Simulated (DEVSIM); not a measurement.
Structure: Schottky contact on n-type Si, at 300 K.

```tsv
layer (left to right)	material	thickness (μm)	Nd (cm⁻³)	τn (s)	τp (s)
1	Si	5.30	2.7e15	0.0005	0.0005
2	Si	16.0	6.7e17	0.0005	0.0005
```

Left contact: Schottky, work function 4.9 eV, emission velocity 8.8e6 cm/s. Right contact: ohmic. Voltage is applied to the left contact. Recombination: SRH at mid-gap, Auger. Gap narrowing is on: ΔEg = 6.92 meV × (l + √(l² + 0.5)), l = ln(N/1.3e17 cm⁻³), shared equally by both band edges. Mobility is μmin + (μ − μmin)/(1 + (N/Nref)^α).

Constants are typed, rounded textbook-type inputs, not results; the design itself was drawn at random and stands for no fabricated device. Values at 300 K.

```csv
parameter,Si
gap (eV),1.124
affinity (eV),4.05
permittivity,11.7
Nc (cm⁻³),2.86e19
Nv (cm⁻³),3.1e19
μn (cm²/Vs),1417
μp (cm²/Vs),470
"μn,min",52
"μp,min",45
"Nref,n",9.7e16
"Nref,p",2.2e17
αn,0.68
αp,0.72
Cn (cm⁶/s),2.8e-31
Cp (cm⁶/s),9.9e-32
```

DEVSIM, 1D drift-diffusion, Boltzmann statistics, complete ionisation; no tunnelling, impact ionisation, image-force lowering or self-heating. Metal contacts follow the ideal Schottky-Mott rule: no Fermi-level pinning, no interface dipoles.

Task: Tabulate band edges, carrier densities and field at zero bias.

Result: Energies count from the Fermi level of the right contact; mesh points crowd at the junctions.

```csv
x (μm),Ec (eV),Ev (eV),n (cm⁻³),p (cm⁻³),field (V/cm)
0.000,0.850,-0.274,150000,7.8e14,-22000
0.03719,0.770,-0.353,3300000,3.6e13,-21000
0.1253,0.606,-0.518,1.9e9,6.2e10,-17000
0.3549,0.329,-0.795,8.7e13,1400000,-7300
1.251,0.240,-0.884,2.7e15,44000,≈ 0
3.050,0.240,-0.884,2.7e15,44000,≈ 0
4.390,0.240,-0.884,2.7e15,44000,≈ 0
5.046,0.237,-0.886,2.9e15,40000,-290
5.215,0.218,-0.906,6.2e15,19000,-3200
5.281,0.173,-0.951,3.6e16,3300,-15000
5.308,0.102,-0.999,5.6e17,520,-9100
5.384,0.097,-1.003,6.7e17,430,≈ 0
5.553,0.097,-1.003,6.7e17,430,≈ 0
5.981,0.097,-1.003,6.7e17,430,≈ 0
7.668,0.097,-1.003,6.7e17,430,≈ 0
11.13,0.097,-1.003,6.7e17,430,≈ 0
16.97,0.097,-1.003,6.7e17,430,≈ 0
19.54,0.097,-1.003,6.7e17,430,≈ 0
20.82,0.097,-1.003,6.7e17,430,≈ 0
21.12,0.097,-1.003,6.7e17,430,≈ 0
21.24,0.097,-1.003,6.7e17,430,≈ 0
21.30,0.097,-1.003,6.7e17,430,≈ 0
```
